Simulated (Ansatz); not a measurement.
Density of states of LiF (Pm-3m) above the conduction band minimum, Ansatz (a program for electronic structure) with PBEsol, rigid bands; cell volume 16.1 Å³.

(energy from edge (eV), 10⁻³ states/eV/cell): (0.006, 7.92); (0.031, 17.0); (0.056, 22.7); (0.081, 27.5); (0.106, 32.0); (0.131, 35.7); (0.156, 39.2); (0.181, 43.6); (0.206, 47.3); (0.231, 49.3); (0.256, 53.2); (0.281, 54.8); (0.319, 60.9); (0.344, 62.4); (0.369, 66.1); (0.394, 69.6); (0.419, 72.6); (0.444, 74.3); (0.469, 76.7); (0.494, 80.2); (0.519, 84.5); (0.544, 89.6); (0.569, 89.7); (0.594, 93.2)

Q: What effective density of states at 300 K does this give (∫ g(E) exp(−E/k_BT) dE, both spins, divided by the cell's size)?

A: 2.3e19 cm⁻³, a density-of-states mass of 0.94 mₑ, valleys and band degeneracy included.

Spin-orbit coupling is left out. Geometry: cell and atoms relaxed with PBEsol.

Computed structure with no diffraction record at hand here (it may be known, metastable or hypothetical): LiF (Pm-3m).
